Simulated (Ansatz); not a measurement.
Zn on the Se site (Zn_Se) (zinc-blende ZnSe host)

These are PBE, PAW (plane waves to 420 eV; Ansatz, an electronic-structure program) values and carry that method's errors. Cell: 64 sites, 2×2×2 repeats of a cell of 8 atoms; final energies on a 2×2×2 shifted mesh. Site at the start: the Se site. Finite-size correction: monopole term and site-potential alignment. Dielectric constants: PBE linear response of the host. Host gap at this level: 1.15 eV. Finite-size and sampling errors can reach tenths of an eV here. The semilocal functional narrows the gap, so deep levels can fall outside it. Spin–orbit coupling is left out. Each state is the lowest found from its start.

Formation energies E_f are given with the Fermi level at the valence-band maximum. Chemical conditions: Se-rich (Δμ(Se) = 0.00 eV, Δμ(Zn) = -1.43 eV; only phases computed here count, gases as isolated molecules at 0 K); Zn-rich (Δμ(Se) = -1.43 eV, Δμ(Zn) = 0.00 eV; only phases computed here count, gases as isolated molecules at 0 K). Reference phases: Se: trigonal Se, Zn: hcp Zn.

Charges with a result: +4, +3, +2, +1, 0. Others weren't obtained, and one of them could lie lower, also by skipping a charge.

| charge | moment (μB) | largest move off a lattice site (Å) | image correction with alignment (eV) | E_f, Se-rich (eV) | E_f, Zn-rich (eV) | above the lowest spin state (eV) |
|---|---|---|---|---|---|---|
| +4* | not spin-polarised | 0.45 | – | – | – | 0.00 |
| +3* | quenched | 0.46 | – | – | – | 0.00 |
| +2 | not spin-polarised | 0.45 | 0.46 | 3.41 | 0.55 | 0.00 |
| +1† | 1.0 | 0.21 | 0.08 | – | – | 0.00 |
| 0 | 0.0 | 0.87 | 0.00 | 5.44 | 2.59 | 0.00 |
| 0 | not spin-polarised | 0.82 | 0.00 | 5.44 | 2.59 | 0.00 |

* At this level the carrier isn't localised at the defect: at charge +4 holes occupy the valence band; at charge +3 holes occupy the valence band. Such a state is shallow or no state of the defect, and this cell gives it no level.

† Not settled in this cell, so no level is given: charge +1: carriers not clearly localised.

Starting moments that weren't kept: charge +3 began with 1 μB and ended with 0.0; charge 0 began with 2 μB and ended with 0.0.

Flagged in the runs: a doubtful potential alignment.
